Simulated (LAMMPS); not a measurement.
One set-up with several potentials: Si (diamond structure), a cell about 110 Å long along the (001) normal with half to two thirds of it melted and the whole then held at 1520 K and zero normal pressure.

The levels:
- MEAM Si_2.meam.spline: classical MD, pair style meam/spline, file Si_2.meam.spline (LAMMPS); Du, Lenosky, Hennig, Goedecker, Wilkins, Phys Stat Sol, 248, 2050 (2011)
- Si.sw: classical MD, pair style sw, file Si.sw (LAMMPS); Stillinger and Weber,  Phys Rev B, 31, 5262, (1985)
- Si.tersoff.mod: classical MD, pair style tersoff/mod, file Si.tersoff.mod (LAMMPS); Kumagai, Izumi, Hara and Sakai, Comp Mat Sci, 39, 457 (2007)
- Si.tersoff.modc: classical MD, pair style tersoff/mod/c, file Si.tersoff.modc (LAMMPS)

```csv
potential,speed,direction,rough cost (ms per atom and simulated ps)
MEAM Si_2.meam.spline,10.0 ± 0.5 m/s,the crystal grows,10 to 30
Si.sw,12.9 ± 0.6 m/s,the crystal grows,1 to 3
Si.tersoff.mod,14.5 ± 0.4 m/s,the crystal grows,3 to 10
Si.tersoff.modc,1.4 ± 0.1 m/s,the crystal grows,3 to 10
```

Costs are rough: whole-run CPU time with set-up and analysis, from shared machines, in bands a factor of about three wide.

Uncertainties are statistical and leave out the potential's own error.
